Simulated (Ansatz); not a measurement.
CuAu under a change: uniaxial strain ε_xx = −1.50 %

Take CuAu (space group P4/mmm, No. 123; a = 2.8129 Å, c = 3.5930 Å; relaxed with 0.1 eV smearing) as the base. Axes: x, y, z lie along a, b, c of the conventional cell.

Modification: the cell is compressed by 1.50 % along x with no lateral relaxation, atoms relaxed at fixed cell.

Method: PBEsol/PAW in Ansatz (a first-principles code), no SOC. Settings: 20×20×16 k-points, 0.1 eV Fermi–Dirac smearing.

The volume per atom decreases by 0.21 Å³ (14.21 Å³ → 14.00 Å³) and the shortest interatomic distance decreases by 0.011 Å to 2.669 Å. The energy goes up by 2.3 meV/atom and the pressure (mean of the normal stresses, compression positive) goes from zero to 2.8 GPa. The band gap remains zero and the stress (xx, yy, zz, yz, xz, xy; compression positive) comes out as (3.5, 2.3, 2.5, 0.0, 0.0, 0.0) GPa.

Final structure:

```yaml
crystal:
  lattice:
    - [2.77066, 0.00000, 0.00000]
    - [0.00000, 2.81285, 0.00000]
    - [0.00000, 0.00000, 3.59296]
  atoms:
    - { symbol: Cu, position: [0.00000, 0.00000, 0.00000] }
    - { symbol: Au, position: [0.50000, 0.50000, 0.50000] }
```

No phonon test of stability was made. The final runs are not spin-polarised.
